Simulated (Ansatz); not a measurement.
# SiC, response to strain

Take SiC in the zinc blende structure (space group F-43m, No. 216) as the base.

```yaml
crystal:
  lattice:
    - [0.00000, 2.16449, 2.16449]
    - [2.16449, 0.00000, 2.16449]
    - [2.16449, 2.16449, 0.00000]
  atoms:
    - { symbol: Si, position: [0.00000, 0.00000, 0.00000] }
    - { symbol: C, position: [0.25000, 0.25000, 0.25000] }
```

Cartesian axes are those of the cell as printed.

Strains are applied to the cell and any free atomic positions relax; under biaxial strain the out-of-plane vector relaxes too.

Calculations: LDA, PAW, 420 eV (Ansatz, a program for electronic structure; without spin-orbit coupling).

```json
[
 {"biaxial strain, plane normal [001], relaxed out of plane (%)": "-2.5", "out-of-plane strain (%)": "1.71"},
 {"biaxial strain, plane normal [001], relaxed out of plane (%)": "-2", "out-of-plane strain (%)": "1.38"},
 {"biaxial strain, plane normal [001], relaxed out of plane (%)": "-1.5", "out-of-plane strain (%)": "1.04"},
 {"biaxial strain, plane normal [001], relaxed out of plane (%)": "-1", "out-of-plane strain (%)": "0.70"},
 {"biaxial strain, plane normal [001], relaxed out of plane (%)": "-0.5", "out-of-plane strain (%)": "?"},
 {"biaxial strain, plane normal [001], relaxed out of plane (%)": "0", "out-of-plane strain (%)": "0.00"}
]
```

Problem. Fit ε⊥ = −νε + γε² (strains in %) to the rows shown and predict the withheld row.

Solution. Least squares on the printed values gives ν = 0.71 (the biaxial Poisson response) and γ = -0.010 (largest residual 0.00 %); this predicts 0.35 %, and the run gives 0.35 %, in agreement.

No phonon test of stability was made.
